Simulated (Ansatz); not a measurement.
**Effect of Al → Lu on ScAl3**

Consider ScAl$_{3}$ in the Cu3Au type structure (space group Pm-3m, No. 221; a = 4.086 Å).

It is then changed as follows: every Al is replaced by Lu; the structure is relaxed again.

Method: r2SCAN (Ansatz, an electronic-structure program; PAW; 500 eV plane waves; spin-orbit coupling left out). Γ-centred 10×10×10 mesh, Fermi–Dirac width 0.05 eV, for the changed cell.

The volume per atom goes up by 11.02 Å³, from 17.06 Å³ to 28.08 Å³ and the lattice parameter a goes up by 0.739 Å to 4.825 Å. The space group stays Pm-3m (No. 221) and the band gap remains zero.

Final structure:

```
Lu3Sc
1.0
    4.82481     0.00000     0.00000
    0.00000     4.82481     0.00000
    0.00000     0.00000     4.82481
Lu Sc
3 1
Direct
  0.00000   0.50000   0.50000
  0.50000   0.50000   0.00000
  0.50000   0.00000   0.50000
  0.00000   0.00000   0.00000
```

Stability against distortions was not tested. As relaxed here, Lu3Sc is a hypothetical phase, not in the database extracts checked. All final runs are without spin polarisation. Lu3Sc has a high density of states at the Fermi level and may be magnetic at this level.
